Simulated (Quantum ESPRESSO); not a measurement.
Quantum ESPRESSO is run on In (I4/mmm, 1 atom in the cell), and the run fails. The aim is a self-consistent single point with DFT, PBE, plane waves, GBRV 1.5 ultrasoft (PBE) pseudopotentials.

The input file:

```fortran
&control
    calculation = 'single-point',
    prefix = 'run',
    outdir = './out',
    pseudo_dir = './',
    verbosity = 'high',
    tprnfor = .true.,
    tstress = .true.,
/
&system
    ibrav = 7,
    A = 3.232416000,
    C = 4.944418000,
    nat = 1,
    ntyp = 1,
    ecutwfc = 40,
    ecutrho = 200,
    occupations = 'smearing',
    smearing = 'gauss',
    degauss = 0.0036749,
/
&electrons
    conv_thr = 1.0e-11,
    mixing_beta = 0.7,
/
ATOMIC_SPECIES
In   114.8180  in_pbe_v1.4.uspp.F.UPF
ATOMIC_POSITIONS crystal
In    0.000000000    0.000000000    0.000000000
K_POINTS automatic
19 19 19  0 0 0
```

Output, abridged:

```
     This program is part of the open-source Quantum ESPRESSO suite
     for quantum simulation of materials; please cite

 %%%%%%%%%%%%%%%%%%%%%%%%%%%%%%%%%%%%%%%%%%%%%%%%%%%%%%%%%%%%%%%%%%%%%%%%%%%%%%
     Error in routine  control_checkin (1):
      calculation "single-point" not allowed
 %%%%%%%%%%%%%%%%%%%%%%%%%%%%%%%%%%%%%%%%%%%%%%%%%%%%%%%%%%%%%%%%%%%%%%%%%%%%%%

     stopping ...
```

Task: From the messages shown, name the fault and mend the input.

Result: The fault is a value that the program does not know. The key takes a closed list of words, and names differ between codes. To fix it, use one of the words that the key accepts. The program stopped before any SCF iteration.

An input that runs soundly differs in these lines (not the only fix; some lines may just follow from the change or write a value another way):
```diff
-    calculation = 'single-point',
+    calculation = 'scf',
```

With that input, the run converged in 10 iterations: free energy E − TS -1816.0182 eV; Fermi level (on the code's own zero) 10.43 eV; pressure 1.45 GPa (DFT, PBE, plane waves, GBRV 1.5 ultrasoft (PBE) pseudopotentials).

On the sound input: the starting cell comes from a database of computed structures (which also holds hypothetical and non-ambient phases and stackings), without a prior relaxation at this level. Its lattice was rescaled by a random factor within 2.5 % of one.
